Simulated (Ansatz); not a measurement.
**Pressure series in hypothetical zinc blende LuP**

The parent structure is LuP in the zinc blende structure (space group F-43m, No. 216; a = 6.137 Å; a hypothetical phase, not in the database extracts checked).

Cell and atoms are relaxed at each pressure.

Calculations: Ansatz (a first-principles code), r2SCAN, PAW, cutoff 500 eV, no SOC.

```tsv
P (GPa)	V (Å³/atom)
-2.01	29.888
-1.01	29.375
1.80	28.125
4.20	27.227
8.98	25.750
17.99	23.673
29.99	21.701
44.99	19.914
60.00	18.561
```

Fit a third-order Birch–Murnaghan equation of state.

Least squares on P(V) = (3B₀/2)[(V₀/V)^(7/3) − (V₀/V)^(5/3)]·[1 + (3/4)(B₀′ − 4)((V₀/V)^(2/3) − 1)] gives V₀ = 28.89 Å³/atom, B₀ = 64 GPa and B₀′ = 3.5.

Between the base and pressure 4.2 GPa the gap moves from 1.98 eV to 1.89 eV, a mean slope of -22 meV/GPa.

Load acts through the strain it causes; cell and atoms are relaxed under it. No phonon test of stability was made. No other phases were tried under pressure.
